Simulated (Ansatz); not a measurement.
Start from MgB₂ (space group P6/mmm, No. 191; relaxed with 0.1 eV smearing).

MgB$_{2}$ is modelled in the hexagonal space group P6/mmm (No. 191), Pearson symbol hP3. Cell: a = b = 3.064 Å, c = 3.498 Å, α = β = 90.00°, γ = 120.00°. Mg on 1a is coordinated by 12 B at 2.488 Å. B on 2d is surrounded by 3 B at 1.769 Å and 6 Mg at 2.488 Å. (Neighbours: up to the widest gap in distance over summed covalent radii, below 1.35, at either atom; cation-cation and far metal-metal contacts left out.)

Method: PBEsol, PAW, 420 eV (Ansatz, a quantum-chemistry and plane-wave program; scalar-relativistic without spin-orbit coupling).

Strains are applied to the cell and any free atomic positions relax.

One change was made to it. Results:

```json
[
 {"quantity": "energy relative to the base (free energy F)", "base": "0 meV/atom", "after": "+9.0 meV/atom"},
 {"quantity": "pressure (mean of the normal stresses, compression positive)", "base": "0.0 GPa", "after": "-6.4 GPa"}
]
```

Task: Name the change that was made.
A) isotropic strain +2.00 %
B) isotropic strain −2.50 %
C) isotropic strain −1.00 %
D) isotropic strain +1.50 %

Result: D, isotropic strain +1.50 %. For comparison, the energy relative to the base in the other runs: isotropic strain −2.50 % gives +28 meV/atom; isotropic strain −1.00 % gives +4.3 meV/atom; isotropic strain +2.00 % gives +16 meV/atom.

Stability against distortions was not tested. The final runs are not spin-polarised.
